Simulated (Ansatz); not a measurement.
We consider A15 Mo₃Si, described by PBE in Ansatz (plane waves, PAW).

Run with plane-wave cutoff 520 eV, 12×12×12 k mesh, Fermi–Dirac smearing 0.05 eV, no spin polarisation, scalar-relativistic PAW data made under PBE.

Pressure at four volumes; x = ln(V/14.758 Å³). One pressure is withheld.

```
V (Å³/atom)        x  P (GPa)
-----------  -------  -------
13.872       -0.0619        ?
14.167       -0.0409    11.10
14.758        0.0000     0.00
15.643        0.0582   -12.76
```

Task: Pass a parabola P(x) through the three rows shown, estimate the bulk modulus and its pressure derivative near zero pressure, and predict the withheld pressure.

Result: Slopes between the rows: (0.00 − (11.10))/(0.0000 − (-0.0409)) = -271.39 and (-12.76 − (0.00))/(0.0582 − (0.0000)) = -219.24 GPa. Their difference over the span 0.0991 is c = 52.15/0.0991 = 526.2 GPa, so P(x) = 11.10 + (-271.39)(x − (-0.0409)) + 526.2 (x − (-0.0409))(x − (0.0000)). At the middle row B = −dP/dx = −[-271.39 + 526.2 × 0.0409] = 249.9 GPa, and B′ = dB/dP = 2c/B = 4.2. At x = -0.0619 the parabola gives 17.48 GPa; the run gives 17.59 GPa. The Birch–Murnaghan fit to the energies at all volumes has B0 = 249 GPa and B′ = 4.3.

Ansatz is a program for electronic structure.
